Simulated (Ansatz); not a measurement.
We consider L1₀ (CuAu-type) TiAl, described by r²SCAN (plane waves, PAW; Ansatz, a quantum-chemistry and plane-wave program).

Numerical settings: plane-wave cutoff 560 eV, 20×20×14 k mesh (along the axes of the cell as run), Fermi–Dirac smearing 0.05 eV, no spin polarisation, scalar-relativistic PAW data made under PBE.

Computed at the level's own relaxed cell.

**Question.** Estimate the bulk modulus B0, pressure derivative B′ of the bulk modulus and lattice parameter c (two-atom tetragonal cell) that the calculation returns.

**Answer.** 
- bulk modulus B0: 121 GPa
- pressure derivative B′ of the bulk modulus: 3.8
- lattice parameter c (two-atom tetragonal cell): 4.062 Å

The run finds no gap.

Measured, for comparison: lattice parameter c 4.077 Å (temperature not stated, not corrected to a static lattice; as tabulated in Zope and Mishin (2003), arXiv:cond-mat/0306298). Computed (rounded) less measured: lattice parameter c -0.4 %. A static lattice is as a rule a little smaller and stiffer than an uncorrected measurement, which narrows the difference in the lattice parameter c and would widen misses of the other sign.

Note: the bulk modulus comes from volumes at which shape and atoms were relaxed.

The result took roughly 11 core-minutes.
